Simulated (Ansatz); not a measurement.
For ScCu₂ (I4/mmm, No. 139; structure not from a measured cell), LDA (PAW; Ansatz, a program for electronic structure) gives:

lattice constant a: 3.213 Å
lattice parameter c: 8.116 Å

What does r²SCAN (plane waves, PAW; Ansatz) give for the same quantities?


- lattice constant a: 3.269 Å (rises by 1.7 %)
- lattice parameter c: 8.331 Å (increases by 2.6 %)

Changes are worked out from the printed values.

Unless a cell is named, each level is at its own relaxed cell (LDA 13.96, r²SCAN 14.84 Å³/atom).

Caveats: the relaxation could not lower the start's symmetry, so the cell can be a saddle point above a distorted one (LDA, r²SCAN). Ansatz's density-functional and Hartree–Fock values are scalar-relativistic unless marked +SOC, with PAW data made under PBE.
